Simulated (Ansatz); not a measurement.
**Cu (space group P6_3/mmc, No. 194; a cell from a computed database, its experimental status unchecked)**

```cif
data_Cu4
_chemical_formula_sum 'Cu4'
_space_group_name_H-M_alt 'P 1'
_space_group_IT_number 1
_cell_length_a 2.51501
_cell_length_b 2.51501
_cell_length_c 8.26266
_cell_angle_alpha 90.000
_cell_angle_beta 90.000
_cell_angle_gamma 120.000
loop_
_space_group_symop_operation_xyz
  'x, y, z'
loop_
_atom_site_label
_atom_site_type_symbol
_atom_site_fract_x
_atom_site_fract_y
_atom_site_fract_z
_atom_site_occupancy
Cu1 Cu 0.00000 0.00000 0.00000 1
Cu2 Cu 0.00000 0.00000 0.50000 1
Cu3 Cu 0.33333 0.66667 0.25000 1
Cu4 Cu 0.66667 0.33333 0.75000 1
```

Calculations: PBEsol/PAW in Ansatz (a first-principles code), no spin-orbit coupling. Settings: 21×21×6 k-points, 0.05 eV Fermi–Dirac smearing.

| Quantity | Result |
|---|---|
| Volume per atom | 11.32 Å³ |
| Density | 9.33 g/cm³ |
| Band gap | zero |
| Total energy | -6588.768 eV/atom (σ→0; compares only within this code and set-up) |

Stability against distortions was not tested. All final runs are without spin polarisation. This is not the structure that Cu has at room temperature and ambient pressure.
